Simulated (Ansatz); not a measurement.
The reference is SnO2 in the rutile structure (space group P4_2/mnm, No. 136).

```yaml
crystal:
  lattice:
    - [4.72236, 0.00000, 0.00000]
    - [0.00000, 4.72236, 0.00000]
    - [0.00000, 0.00000, 3.19034]
  atoms:
    - { symbol: Sn, position: [0.00000, 0.00000, 0.00000] }
    - { symbol: Sn, position: [0.50000, 0.50000, 0.50000] }
    - { symbol: O, position: [0.30607, 0.30607, 0.00000] }
    - { symbol: O, position: [0.80607, 0.19393, 0.50000] }
    - { symbol: O, position: [0.19393, 0.80607, 0.50000] }
    - { symbol: O, position: [0.69393, 0.69393, 0.00000] }
```

Cartesian axes are those of the cell as printed.

Level of theory: LDA, PAW, 420 eV (Ansatz, a first-principles code; no spin-orbit coupling).

Base values:

The band gap is 1.16 eV. The shortest interatomic distance is 2.044 Å, the pressure is 0.00 GPa and the valence-band top at Γ is 0.00, -0.80, -0.80 eV.

It is then changed as follows: tensor shear ε_xz = +1.67 % (engineering shear γ = 0.0334), atoms relaxed at fixed cell.

### Question
What does the calculation give for the band gap, shortest interatomic distance, pressure, valence-band top at Γ and energy relative to the base after the change?

### Answer
The band gap shrinks by 0.01 eV (1.16 eV → 1.15 eV); the shortest interatomic distance hardly moves (2.044 Å against 2.042 Å); the pressure (mean of the normal stresses, compression positive) goes from zero to 0.08 GPa; the valence-band top at Γ (three highest levels, from the VBM) changes from 0.00, -0.80, -0.80 eV to 0.00, -0.80, -0.81 eV; the energy goes up by 3.9 meV/atom.

The cells carry an imposed strain or load. Whether these cells are dynamically stable was not tested.
